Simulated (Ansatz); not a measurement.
The starting structures come from a database of crystals and need not be the phases stable at ambient conditions.

Data:

```yaml
crystal:
  lattice:
    - [7.51965, 0.00000, 0.00000]
    - [3.75982, 8.04404, 0.00000]
    - [3.75982, -0.58579, 2.09020]
  atoms:
    - { symbol: Li, position: [0.75000, 0.25000, 0.25000] }
    - { symbol: Li, position: [0.25000, 0.75000, 0.75000] }
    - { symbol: Li, position: [0.08145, 0.58522, 0.58522] }
    - { symbol: Li, position: [0.91855, 0.41478, 0.41478] }
    - { symbol: Li, position: [0.24811, 0.08522, 0.08522] }
    - { symbol: Li, position: [0.75189, 0.91478, 0.91478] }
    - { symbol: As, position: [0.41667, 0.25000, 0.25000] }
    - { symbol: As, position: [0.58333, 0.75000, 0.75000] }
```

Space group of this cell: P6_3/mmc. The cell is taken as given.

Transport runs along the normal of the first two printed cell vectors, the (111) plane of the conventional cell.

No gap correction and no spin-orbit coupling; mid-gap values are interpolated between computed energies.

Q: Compute, with Ansatz (a quantum-chemistry and plane-wave program) with PBEsol, the band gap and the smallest decay constant κ at mid-gap.

A: Gap 0.63 eV on a 14×14×14 mesh; κ = 0.113 1/Å, at the zone centre.
